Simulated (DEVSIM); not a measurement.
Device: Pt/HfO2/p-Ge capacitor, at 300 K.

Layer 1 from the left is HfO2, thickness (nm) 4.70. Layer 2 from the left is Ge, thickness (nm) 11000, Na (cm⁻³) 1.6e15.

Metal gate on the left, work function 5.6 eV. Fixed charge at the semiconductor interface -8.3e10 cm⁻² (in units of +e); no interface traps.

Constants are typed, rounded textbook-type inputs, not results; the design itself was drawn at random and stands for no fabricated device. Values at 300 K.

HfO2: gap (eV) 5.7, affinity (eV) 2.5, permittivity 22. Ge: gap (eV) 0.664, affinity (eV) 4, permittivity 16, Nc (cm⁻³) 1.04e19, Nv (cm⁻³) 6e18.

DEVSIM, 1D Poisson equation in equilibrium, Boltzmann statistics, complete ionisation; no quantum confinement or tunnelling. Metal contacts follow the ideal Schottky-Mott rule: no Fermi-level pinning, no interface dipoles.

Q: What does the simulation give for the minimum of the low-frequency capacitance, the flat-band voltage, the threshold voltage (band bending 2φF)?

A: minimum of the low-frequency capacitance 0.0399 μF/cm²; flat-band voltage 1.15 V; threshold voltage (band bending 2φF) 1.38 V.
